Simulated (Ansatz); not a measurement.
GaAs (F-43m) under hydrostatic pressure: hole conductivity mass by PBEsol with spin-orbit coupling, rigid bands (plane waves, PAW; Ansatz, an electronic-structure program). The unloaded cell, whose axes the loads refer to:

```cif
data_As4Ga4
_chemical_formula_sum 'Ga4 As4'
_space_group_name_H-M_alt 'F-43m'
_space_group_IT_number 216
_space_group_name_Hall 'F -4 2 3'
_cell_length_a 5.65911
_cell_length_b 5.65911
_cell_length_c 5.65911
_cell_angle_alpha 90.000
_cell_angle_beta 90.000
_cell_angle_gamma 90.000
loop_
_atom_site_label
_atom_site_type_symbol
_atom_site_symmetry_multiplicity
_atom_site_Wyckoff_symbol
_atom_site_fract_x
_atom_site_fract_y
_atom_site_fract_z
_atom_site_occupancy
Ga1 Ga 4 a 0.00000 0.00000 0.00000 1
As1 As 4 d 0.75000 0.75000 0.75000 1
```
(The calculation used a cell of 2 atoms; values per cell refer to that cell.)

```json
[
 {"hydrostatic pressure (GPa)": "0", "volume per atom (Å³)": "22.65", "hole conductivity mass (mₑ)": "0.412"},
 {"hydrostatic pressure (GPa)": "2", "volume per atom (Å³)": "22.05", "hole conductivity mass (mₑ)": "0.392"},
 {"hydrostatic pressure (GPa)": "5", "volume per atom (Å³)": "21.28", "hole conductivity mass (mₑ)": "0.371"},
 {"hydrostatic pressure (GPa)": "10", "volume per atom (Å³)": "20.27", "hole conductivity mass (mₑ)": "?"}
]
```

### Question
Fit a straight line to ln(hole conductivity mass) against the load over the rows given, and predict the row at 10 GPa.

### Answer
The means are x̄ = 2.333 GPa and ȳ = -0.9383; Σ(x − x̄)(y − ȳ) = -0.2629 and Σ(x − x̄)² = 12.67, so the slope is -2.08 % per GPa, and the rows given lie within 0.52 % of the line. At 10 GPa the line gives 0.334 mₑ; the calculation gives 0.349 mₑ, 4.4 % from it, so the trend bends or changes character over this range.

Masses are for dilute carriers at 300 K, harmonic means over directions unless an axis is named. Stresses and pressures are the targets of the relaxation. The structure type is held at every load. Geometry: cell and atoms relaxed with PBEsol.
